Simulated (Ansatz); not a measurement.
SnSiO4 (model structure, started from the HfGeO4 type, I4₁/a, No. 88, 12 atoms in the cell) was calculated with PBEsol+SOC (Ansatz, a first-principles code, plane waves, PAW).

Output (set-up and result lines):

```
Crystal: 12 atoms, lattice volume = 117.133 Å³
Basis set: ecut = 520 eV, 3163 PW (Γ), exchange–correlation on 96×96×96 points (8 copies of the dense FFT grid, shifted against one another)
Bands: 108, of which v1, the nominal top of the filled ones, is band 84 counted from 1 (83 counted from 0)
Symmetry: 8 space group operations + 8 with time reversal
k-points: 78 of 512
Initial density: superposition of atomic densities (chi_scale 0.1, normalization cell, long waves kept (reshape's long-wave potential 0.05 eV rms))
Functional: x = pbesol(κ = 0.804, μ = 0.12345679012345678), c = pbesol(β = 0.046)
spin=Noncollinear: Resta preconditioning applied to the charge; magnetization (m_x, m_y, m_z) channels mix plain (no charge-response kernel on spin).
SCF 1 converged in 9 iterations: F = -17638.651832 eV  dr2 = 2.50e-10
SCF converged after 9 iterations
Free energy (F): -17638.651832 eV
Internal energy: -17638.651832 eV  (E = F + TS)
E sigma→0 (E₀):  -17638.651832 eV
Fermi energy:    10.768373 eV
--- Forces (eV/Å), atoms counted from 1 ---
  atom   1  Sn    -0.00000000     0.00000000     0.00000000
  atom   2  Sn     0.00000000     0.00000000     0.00000000
  atom   3  Si     0.00000000     0.00000000     0.00000000
  atom   4  Si     0.00000000    -0.00000000     0.00000000
  atom   5  O      0.00286594     0.00230338    -0.00036558
  atom   6  O     -0.00230338     0.00286594    -0.00036558
  atom   7  O     -0.00286594    -0.00230338    -0.00036558
  atom   8  O      0.00230338    -0.00286594    -0.00036558
  atom   9  O     -0.00286594    -0.00230338     0.00036558
  atom  10  O      0.00230338    -0.00286594     0.00036558
  atom  11  O      0.00286594     0.00230338     0.00036558
  atom  12  O     -0.00230338     0.00286594     0.00036558
--- Stress (GPa, compression-positive) ---
       -0.041397       0.000003       0.000000
       -0.000003      -0.041397       0.000000
        0.000000       0.000000      -0.006504
  P = ⅓ Tr σ = -0.0298 GPa (-0.298 kbar)
```

Write an input file that could have produced this run (the log leaves some choices open).

One answer among several that fit: 
Ansatz 0.2 input:
```yaml
crystal:
  lattice:
    - [-2.3382211384, 2.3382211384, 5.3560863124]
    - [2.3382211384, -2.3382211384, 5.3560863124]
    - [2.3382211384, 2.3382211384, -5.3560863124]
  atoms:
    - { symbol: Sn, position: [0.5, 0.5, 0.0] }
    - { symbol: Sn, position: [0.25, 0.75, 0.5] }
    - { symbol: Si, position: [0.0, 0.0, 0.0] }
    - { symbol: Si, position: [0.75, 0.25, 0.5] }
    - { symbol: O, position: [0.0862259706, 0.4941579492, 0.9269829516] }
    - { symbol: O, position: [0.2441579492, 0.8171749976, 0.9079319786] }
    - { symbol: O, position: [0.5671749976, 0.1592430191, 0.0730170484] }
    - { symbol: O, position: [0.9092430191, 0.3362259706, 0.0920680214] }
    - { symbol: O, position: [0.6637740294, 0.7558420508, 0.5730170484] }
    - { symbol: O, position: [0.5058420508, 0.4328250024, 0.5920680214] }
    - { symbol: O, position: [0.1828250024, 0.0907569809, 0.4269829516] }
    - { symbol: O, position: [0.8407569809, 0.9137740294, 0.4079319786] }
basis:
  ecutwfc: 520
  ecutrho_ratio: 4
  xc_grid: 2
kpoints:
  mp_grid: { grid: [8, 8, 8] }
hamiltonian:
  xc: pbesol
  dispersion: none
  pseudopotentials: { kind: paw }
scf:
  occupations: { method: fermi_dirac, width: 0.01 }
  convergence: { dr2_threshold: 0.0000000012 }
output:
  forces: true
  stress: true
  eigenvalues: true
magnetization:
  noncollinear: true
  spin_orbit: true
```

The PAW data were made under PBE.

Note: the relaxation could raise the start's symmetry but not lower it, so the cell can be a saddle point.

Computing time: about 3 core-minutes (a rough figure).

A model structure was made by putting elements into a prototype or built by hand; it is no filed structure, need not be a known phase, and can be a saddle point held by its symmetry.
